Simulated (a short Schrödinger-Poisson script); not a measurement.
Symmetric double-gate stack, SiO2 on p-type Si(100)

System: symmetric double-gate stack, SiO2 on p-type Si(100), at 300 K.

```
layer  material  thickness (nm)  Na (cm⁻³)
-----  --------  --------------  ---------
1          SiO2             1.9          -
2            Si               6       2e16
3          SiO2             1.9          -
```

Constants are typed, rounded textbook-type inputs, not results; the design itself was drawn at random and stands for no fabricated device. SiO2: permittivity 3.9, conduction-band edge (eV) 3.15, gap (eV) 9, electron mass (mₑ) 0.5. Si: permittivity 11.7, conduction-band edge (eV) 0, gap (eV) 1.124, Nv at 300 K (cm⁻³) 3.1e19.

Channel valleys (confinement mass, in-plane density-of-states mass, number): Δ2 0.916, 0.19, 2; Δ4 0.19, 0.417, 4. At the gates, both at one voltage, the conduction-band edge of layer 1 lies 3.39 eV − eVg above the Fermi level of the channel. Gaps are held at their typed values at every temperature. Mesh 0.03 nm at interfaces.

From a short Schrödinger-Poisson script (our own, NumPy): 1D Poisson equation in equilibrium, electrons quantum, Hartree (BenDaniel-Duke, 12 states a valley, the channel's in-plane mass for all, wave functions free to enter the dielectric), parabolic valleys, classical holes, full ionisation, no traps, pinning or gate leakage.

| Vg (V) | electrons (cm⁻²) | C (μF/cm²) | Δ2 E0 (meV) | Δ2 E1 (meV) | Δ4 E0 (meV) | Δ4 E1 (meV) |
|---|---|---|---|---|---|---|
| -0.1 | 1.34e7 | < 0.003 | 351.4 | 383.8 | 383.3 | 511.8 |
| 0 | 6.39e8 | 0.00403 | 251.5 | 283.8 | 283.3 | 411.9 |
| 0.1 | 2.88e10 | 0.171 | 153.1 | 185.3 | 184.9 | 313.4 |
| 0.2 | 4.95e11 | 1.48 | 79.5 | 110.5 | 111.1 | 238.1 |
| 0.3 | 1.70e12 | 2.25 | 47.4 | 75.3 | 78.6 | 201.9 |
| 0.4 | 3.20e12 | 2.52 | 30.8 | 55.2 | 61.8 | 180.9 |
| 0.5 | 4.83e12 | 2.66 | 19.8 | 40.9 | 50.9 | 165.8 |
| 0.6 | 6.52e12 | 2.75 | 11.4 | 29.6 | 42.9 | 153.8 |
| 0.7 | 8.26e12 | 2.82 | 4.5 | 20.0 | 36.6 | 143.8 |
| 0.8 | 1.00e13 | 2.87 | -1.6 | 11.7 | 31.5 | 135.2 |
| 0.9 | 1.18e13 | 2.91 | -7.1 | 4.2 | 27.2 | 127.6 |
| 1 | 1.37e13 | 2.95 | -12.2 | -2.5 | 23.5 | 120.8 |
| 1.1 | 1.55e13 | 2.98 | -17.1 | -8.8 | 20.2 | 114.6 |
| 1.2 | 1.74e13 | 3.00 | -21.7 | -14.7 | 17.2 | 108.9 |
| 1.3 | 1.93e13 | 3.02 | -26.3 | -20.2 | 14.5 | 103.6 |
| 1.4 | 2.12e13 | 3.04 | -30.7 | -25.4 | 12.0 | 98.7 |
| 1.5 | 2.31e13 | 3.06 | -34.9 | -30.4 | 9.7 | 94.1 |
| 1.6 | 2.50e13 | 3.08 | -39.2 | -35.2 | 7.5 | 89.7 |
| 1.7 | 2.69e13 | 3.09 | -43.3 | -39.9 | 5.4 | 85.5 |

Gate voltages with under 1e6 electrons/cm² are left out.

Subbands count from the Fermi level. The capacitance is that of both gates.
